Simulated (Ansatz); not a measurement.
Cells marked so need not be the phases stable at ambient conditions, and some may be hypothetical.

No gap correction and no spin-orbit coupling; mid-gap values are interpolated between computed energies.

A. Ca$_{2}$H$_{3}$Br (P-3m1, not sure to be the ambient phase, 6 atoms a cell, 14.5 Å³ an atom, 2 GPa at this level), along the normal of (110)
B. BaZnAsF (P4/nmm, not sure to be the ambient phase, 8 atoms a cell, 22.2 Å³ an atom, -2 GPa at this level), along the normal of (110)
C. BaH$_{5}$ClO$_{3}$ (P4/nmm, not sure to be the ambient phase, 20 atoms a cell, 11.8 Å³ an atom), along the normal of (100)

Task: Rank these by mid-gap decay constant of the slowest evanescent state (lowest first), as r2SCAN run with Ansatz (an electronic-structure program) gives it.

Result: B (0.10 1/Å), A (0.16 1/Å), C (0.42 1/Å)
